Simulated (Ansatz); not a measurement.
Model glasses of amorphous Ga2O3, 62 to 67 atoms (Ga24O36 before any change). Each row is one cell at a composition chosen by hand, melted whole on the CHGNet potential with the anions pushed apart under 1.9 Å, quenched within some picoseconds, far faster than a real film, and relaxed with PBE, scalar-relativistic without spin-orbit coupling (plane waves to 420 eV, PAW; Ansatz, an electronic-structure program). Each is the lower in DFT energy of 2 quenches. Cycles of charging and discharging were tried on the cells ahead of these points, and a cell that came back lower was taken. The column on the box says what of it was relaxed with the atoms; held means as the quench left it. Cells that kept moments or hold spare charge are left out, and those that charging annealed.

From the neutral cell one electron is taken away, or one added, and the atoms relax (PBE, the zone centre alone, moment held at 1 μB, uniform background; no image-charge correction, which leaves W too low where the charge is localised). W = E(+1) + E(−1) − 2 E(0) is the cost of moving an electron from one such cell to another; the spacing parts the highest filled and lowest empty level of the neutral cell, which ran without spin polarisation.

Formal charges balance in every cell (each cation at its usual highest valence, Cu and Ag at +1, Sb at +3, H at +1, O at −2, N at −3, F and Cl at −1). R− and R+ are the energies that the atoms' relaxation gave back after the electron was added or removed.

```csv
cell,change,box,spacing (eV),R− (eV),R+ (eV),spacing − R− − R+ (eV),W (eV)
Ga24O37Mg,"+1 Mg, +1 O",shape,1.17,0.01,0.40,0.76,1.18
Ga24O39Mo,"+1 Mo, +3 O",volume and shape,1.36,0.11,0.47,0.78,withheld
Ga24O38Sn,"+2 O, +1 Sn",held,1.40,0.01,0.26,1.13,1.25
Ga24O37Ca,"+1 Ca, +1 O",shape,1.53,0.02,0.27,1.24,1.42
Ga24O37Li2,"+2 Li, +1 O",volume and shape,1.55,0.02,0.15,1.38,1.53
Ga24O41Ta2,"+5 O, +2 Ta",shape,1.85,0.02,0.24,1.59,1.76
Ga24O37Be,"+1 Be, +1 O",shape,1.82,0.01,0.20,1.61,1.66
Ga24O37Sr,"+1 O, +1 Sr",shape,1.81,0.02,0.12,1.67,1.92
```

Task: Fit a straight line of the last column on the one before it through the 7 full rows, and predict the withheld value for Ga24O39Mo.

Result: Means: x = 1.340, y = 1.531. Slope = Σ(Δx Δy) / Σ(Δx²) = 0.4941 / 0.6364 = 0.776; intercept = 1.531 − (0.776) × 1.340 = 0.491 eV; r.m.s. residual 0.086 eV. Prediction: 0.491 + (0.776) × 0.78 = 1.10 eV. The run gave 1.26 eV, a miss of 0.16 eV, within twice the residual.

Task: What would a slope of 1 with no intercept mean?

Result: That adding and removing an electron at fixed atoms costs just the level spacing, as it does for levels spread over a large cell, so that W follows by bookkeeping. The fit has 0.776 and 0.491 eV; a departure holds the carrier's repulsion on its site, which raises W, and the uncorrected background, which lowers it.
